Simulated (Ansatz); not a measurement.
## Several settings converged on Lu₃GaC (Pm-3m, 5 atoms in the cell)

```yaml
crystal:
  lattice:
    - [4.69981, 0.00000, 0.00000]
    - [0.00000, 4.69981, 0.00000]
    - [0.00000, 0.00000, 4.69981]
  atoms:
    - { symbol: Lu, position: [0.50000, 0.00000, 0.00000] }
    - { symbol: Lu, position: [0.00000, 0.50000, 0.00000] }
    - { symbol: Lu, position: [0.00000, 0.00000, 0.50000] }
    - { symbol: Ga, position: [0.50000, 0.50000, 0.50000] }
    - { symbol: C, position: [0.00000, 0.00000, 0.00000] }
```

Base method: LDA (PW92), default PAW files made with PBE (plane waves; Ansatz, a quantum-chemistry and plane-wave program).

Base settings: basis.ecutwfc = 420 eV; kpoints.mp_grid.grid = 7 7 7; hamiltonian.xc = lda; hamiltonian.pseudopotentials = {kind: paw} (the program's default PAW files); scf.occupations.method = fermi_dirac; scf.occupations.width = 0.1 eV.

Core times come from one kind of shared machine, to one figure; runs under 30 s give none.

**Zone-centre phonons against the cutoff**

In this ladder: phonons.method = dfpt.

The mesh stays at the base's, so the ladder's end is converged at best in this setting alone.

Frequencies are those of the unrelaxed cell, without the LO-TO term of polar crystals.

Only quantities that move along the ladder and can be compared are tabulated.

```csv
basis.ecutwfc,highest zone-centre frequency (cm⁻¹),lowest optical frequency (cm⁻¹),core time / last (rough)
210 eV,419.4,79.0,0.2
295 eV,365.3,69.7,0.3
420 eV,374.4,71.2,0.4
630 eV,373.5,71.2,1
```

Coarsest basis.ecutwfc that holds the highest zone-centre frequency within 2 cm⁻¹ of the last step, with all finer ones: 420 eV, at about 0.4 of the last step's time; the step before is off by 8.2 cm⁻¹.

Coarsest basis.ecutwfc that holds the lowest optical frequency within 5 cm⁻¹ of the last step, with all finer ones: 295 eV, at about 0.3 of the last step's time; the step before is off by 7.8 cm⁻¹.

**Zone-centre phonons against the mesh**

In this ladder: phonons.method = dfpt.

Frequencies are those of the unrelaxed cell, without the LO-TO term of polar crystals.

Only quantities that move along the ladder and can be compared are tabulated.

| kpoints.mp_grid.grid | highest zone-centre frequency (cm⁻¹) | lowest optical frequency (cm⁻¹) | core time / last (rough) |
|---|---|---|---|
| 2 2 2 | 158.7 | 9.2 | – |
| 4 4 4 | 369.3 | 66.8 | 0.1 |
| 6 6 6 | 374.7 | 71.5 | 0.3 |
| 8 8 8 | 374.2 | 71.2 | 1 |

Coarsest kpoints.mp_grid.grid that holds the lowest optical frequency within 5 cm⁻¹ of the last step, with all finer ones: 4 4 4, at about 0.1 of the last step's time; the step before is off by 62 cm⁻¹.

Coarsest kpoints.mp_grid.grid that holds the highest zone-centre frequency within 10 cm⁻¹ of the last step, with all finer ones: 4 4 4, at about 0.1 of the last step's time; the step before is off by 220 cm⁻¹.

On the base run: the starting cell comes from a database of computed structures (which also holds hypothetical and non-ambient phases and stackings), without a prior relaxation at this level. Its lattice was rescaled by up to half a per cent. In the base run, with a pressure of about -6 GPa the cell is away from its equilibrium volume at this level.

Keys are those of Ansatz 0.2.
